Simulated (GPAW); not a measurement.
A self-consistent single point of YAlCo4 (P-6m2, 6 atoms in the cell) with GPAW

Computed with LDA (Perdew-Wang 92), GPAW PAW datasets LDA (gpaw-data 1.0.1) (plane waves; GPAW).

Input:

```python
from ase import Atoms
from ase.units import GPa
from gpaw import GPAW

atoms = Atoms(['Y', 'Al', 'Co', 'Co', 'Co', 'Co'],
              cell=[[5.045860, 0.000000, 0.000000],
                    [-2.522930, 4.369843, 0.000000],
                    [0.000000, 0.000000, 3.871330]],
              scaled_positions=[[0.666667, 0.333333, 0.000000],
                                [0.000000, 0.000000, 0.000000],
                                [0.333333, 0.666667, 0.000000],
                                [0.659867, 0.829933, 0.500000],
                                [0.170067, 0.340133, 0.500000],
                                [0.170067, 0.829933, 0.500000]],
              pbc=True)

atoms.set_initial_magnetic_moments([0.0, 0.0, 3.0, 3.0, 3.0, 3.0])

calc = GPAW(spinpol=True,
            mode={'name': 'pw', 'ecut': 800},
            xc='LDA',
            kpts={'size': (5, 5, 6), 'gamma': True},
            occupations={'name': 'methfessel-paxton', 'width': 0.05, 'order': 0},
            nbands=-12,
            symmetry={'symmorphic': False, 'tolerance': 0.0005},
            maxiter=150)

atoms.calc = calc

energy = atoms.get_potential_energy()
print('Energy (eV):', round(energy, 6))
forces = atoms.get_forces()
print('Forces (eV/Ang):')
print(forces.round(5))
stress = atoms.get_stress()
print('Stress (GPa, Voigt):', (stress / GPa).round(4))
```

The program printed (abridged):

```
Input parameters:
  kpts: {gamma: True,
         size: (5, 5, 6)}
  maxiter: 150
  mode: {ecut: 800,
         name: pw}
  nbands: -12
  occupations: {name: methfessel-paxton,
                order: 0,
                width: 0.05}
  spinpol: True
  symmetry: {symmorphic: False,
             tolerance: 0.0005}

species:
  Y:
    name: Yttrium
    Z: 39.0
    valence: 11
    core: 28
    charge: 0.0
    file: Y.LDA.gz

    # Using partial waves for Y as LCAO basis

  Al:
    name: Aluminium
    Z: 13.0
    valence: 3
    core: 10
    charge: 0.0
    file: Al.LDA.gz

    # Using partial waves for Al as LCAO basis

  Co:
    name: Cobalt
    Z: 27.0
    valence: 9
    core: 18
    charge: 0.0
    file: Co.LDA.gz

    # Using partial waves for Co as LCAO basis

Reference energy: -249919.374547  # eV

Spin-polarized calculation.
Initial magnetic moment: 12.000000

Convergence criteria:
 Maximum [total energy] change in last 3 cyles: 0.0005 eV / valence electron
 Maximum integral of absolute [dens]ity change: 0.0001 electrons / valence electron
 Maximum integral of absolute [eigenst]ate change: 4e-08 eV^2 / valence electron
 Maximum number of scf [iter]ations: 150

Symmetries present (total): 12
Symmetries with fractional translations: 0
150 k-points: 5 x 5 x 6 Monkhorst-Pack grid + [0.000000,0.000000,1/12]
20 k-points in the irreducible part of the Brillouin zone
       k-points in crystal coordinates                weights
   0:     0.00000000    0.00000000    0.00000000          1/150
   1:     0.00000000    0.00000000    0.16666667          2/150
   2:     0.00000000    0.00000000    0.33333333          2/150
   [... 7 lines left out ...]
          ...
  19:     0.40000000    0.40000000    0.50000000          6/150

Wave functions: Plane wave expansion
  Cutoff energy: 800.000 eV
  Number of coefficients (min, max): 4350, 4410
  Pulay-stress correction: 0.000000 eV/Ang^3 (de/decut=0.000000)

Occupation numbers: Methfessel-Paxton:
  width: 0.0500  # eV
  order: 0

Eigensolver

Densities:
  Coarse grid: 35*35*27 grid
  Fine grid: 70*70*54 grid
  Total Charge: 0.000000

Density mixing:
  Method: difference
  Backend: pulay
  Linear mixing parameter: 0.05
  old densities: 5
  Damping of long wavelength oscillations: 50

Hamiltonian:
  XC and Coulomb potentials evaluated on a 70*70*54 grid
  External potential:
    NoExternalPotential

Number of atoms: 6
Number of atomic orbitals: 53
Number of bands in calculation: 43
Number of valence electrons: 50
Bands to converge: occupied

Density initialized from atomic densities
  43 bands from LCAO basis set

Atomic positions and initial magnetic moments

Positions:
   0 Y      2.522933    1.456613    0.000000    ( 0.0000,  0.0000,  0.0000)
   1 Al     0.000000    0.000000    0.000000    ( 0.0000,  0.0000,  0.0000)
   2 Co    -0.000003    2.913230    0.000000    ( 0.0000,  0.0000,  3.0000)
   3 Co     1.235734    3.626677    1.935665    ( 0.0000,  0.0000,  3.0000)
   4 Co     0.000003    1.486328    1.935665    ( 0.0000,  0.0000,  3.0000)
   5 Co    -1.235729    3.626677    1.935665    ( 0.0000,  0.0000,  3.0000)

Unit cell:
           periodic     x           y           z      points  spacing
  1. axis:    yes    5.045860    0.000000    0.000000    35     0.1249
  2. axis:    yes   -2.522930    4.369843    0.000000    35     0.1249
  3. axis:    yes    0.000000    0.000000    3.871330    27     0.1434

  Lengths:   5.045860   5.045860   3.871330
  Angles:   90.000000  90.000000 120.000000

Effective grid spacing dv^(1/3) = 0.1372

     iter     time        total  log10-change:  magmom
                         energy   eigst   dens
iter:   1 --:--:--   -47.619502                   +12.0318
iter:   2 --:--:--   -49.045450   -0.49  -1.37    +7.8598
iter:   3 --:--:--   -49.346387   -1.45  -1.38    +3.6557
iter:   4 --:--:--   -49.305972   -1.12  -1.39    +4.0236
iter:   5 --:--:--   -48.948070   -2.59  -1.43    +3.8693
iter:   6 --:--:--   -48.711281   -2.22  -1.54    +4.1461
iter:   7 --:--:--   -48.698997   -2.01  -1.72    +4.3033
iter:   8 --:--:--   -48.628379   -2.52  -1.86    +4.3518
iter:   9 --:--:--   -48.650581   -2.61  -2.15    +4.3073
iter:  10 --:--:--   -48.652310c  -2.56  -2.29    +4.2316
iter:  11 --:--:--   -48.641385c  -3.40  -2.40    +4.1636
iter:  12 --:--:--   -48.642124c  -4.50  -2.71    +4.0914
iter:  13 --:--:--   -48.642406c  -4.26  -2.73    +4.0051
iter:  14 --:--:--   -48.641960c  -4.91  -2.78    +4.0187
iter:  15 --:--:--   -48.642405c  -4.35  -2.83    +4.0092
   [... 3 lines left out ...]
iter:  19 --:--:--   -48.641433c  -6.28  -3.52    +4.0047
iter:  20 --:--:--   -48.641411c  -6.55  -3.68    +4.0058
iter:  21 --:--:--   -48.641437c  -6.25  -3.85    +3.9975
iter:  22 --:--:--   -48.641424c  -6.76  -3.84    +4.0008
iter:  23 --:--:--   -48.641409c  -6.06  -3.92    +4.0022
iter:  24 --:--:--   -48.641432c  -6.50  -4.00c   +4.0002
iter:  25 --:--:--   -48.641441c  -7.13  -3.96    +3.9997
iter:  26 --:--:--   -48.641437c  -7.54c -3.97    +3.9993
iter:  27 --:--:--   -48.641447c  -6.67  -4.00c   +3.9995
iter:  28 --:--:--   -48.641438c  -7.25  -3.95    +3.9989
iter:  29 --:--:--   -48.641433c  -7.83c -4.04c   +3.9988

Converged after 29 iterations.

Dipole moment: (-6.899827, 3.983617, -0.000000) |e|*Ang

Total magnetic moment: (0.000000, 0.000000, 3.998815)
Local magnetic moments:
   0 Y  ( 0.000000,  0.000000, -0.122499)
   1 Al ( 0.000000,  0.000000, -0.028570)
   2 Co ( 0.000000,  0.000000,  1.306535)
   3 Co ( 0.000000,  0.000000,  1.044742)
   4 Co ( 0.000000,  0.000000,  1.044742)
   5 Co ( 0.000000,  0.000000,  1.044742)

Energy contributions relative to reference atoms: (reference = -249919.374547)

Kinetic:        +36.879952
Potential:      -28.692372
External:        +0.000000
XC:             -56.320579
Entropy (-ST):   -0.008111
Local:           -0.504379
SIC:             +0.000000
--------------------------
Free energy:    -48.645489
Extrapolated:   -48.641433

Spin contamination: 0.506577 electrons
Showing only first 2 kpts
                      Up                     Down
 Kpt  Band  Eigenvalues  Occupancy  Eigenvalues  Occupancy
  0    23      8.02062    1.00000      9.06509    0.00000
  0    24      8.22750    1.00000      9.08779    0.00000
  0    25      8.70615    0.78348      9.66478    0.00000
  0    26      9.60364    0.00000      9.76873    0.00000

  1    23      7.85999    1.00000      8.93024    0.00000
  1    24      8.04698    1.00000      8.93025    0.00000
  1    25      8.44675    1.00000      9.10085    0.00000
  1    26      8.70621    0.78299      9.76882    0.00000

Fermi level: 8.73386

No gap
No difference between direct/indirect transitions
Energy (eV): -48.641433

Forces in eV/Ang:
  0 Y     0.00000    0.00000    0.00000
  1 Al   -0.00000    0.00000    0.00000
  2 Co    0.00000    0.00000    0.00000
  3 Co   -0.15085   -0.08709    0.00000
  4 Co    0.00000    0.17418    0.00000
  5 Co    0.15085   -0.08709    0.00000

Stress tensor:
     0.068512     0.000000     0.000000
    -0.000000     0.068512     0.000000
     0.000000     0.000000     0.067664
Stress (GPa, Voigt): [10.9768 10.9768 10.841   0.      0.      0.    ]
```

The run converged in 29 iterations. GPAW prints stress with tension positive.

The starting cell comes from a database of computed structures (which also holds hypothetical and non-ambient phases and stackings), without a prior relaxation at this level. The magnetic order is the one reached from the typed start; others were not searched systematically. With a pressure of about -11 GPa the cell is away from its equilibrium volume at this level.

Cost on one core of a shared machine: roughly 3 min.
